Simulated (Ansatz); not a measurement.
# How the bulk modulus B0 of BeS (model structure, from the NiAs type, P6₃/mmc, No. 194) moves with the method

No measured value is used here.

```tsv
level (code)	value (GPa)	cell (Å³/atom)
LDA (Ansatz)	120	11.79
PBE (Ansatz)	109	12.37
PBEsol (Ansatz)	115	12.06
r²SCAN (Ansatz)	…	12.39
```

### Question
Some entries are withheld; supply them.

### Answer

- r²SCAN (Ansatz, an electronic-structure program), value (GPa): 112

LDA, PBE, PBEsol, r²SCAN: the bulk modulus is −V dP/dV from two relaxed cells at ±2 % in volume. Each level is taken at its own relaxed cell. Cutoffs differ between the levels. Ansatz's density-functional and Hartree–Fock values are scalar-relativistic unless marked +SOC, with PAW data made under PBE.

A model structure was made by putting elements into a prototype or built by hand; it is no filed structure, need not be a known phase, and can be a saddle point held by its symmetry.
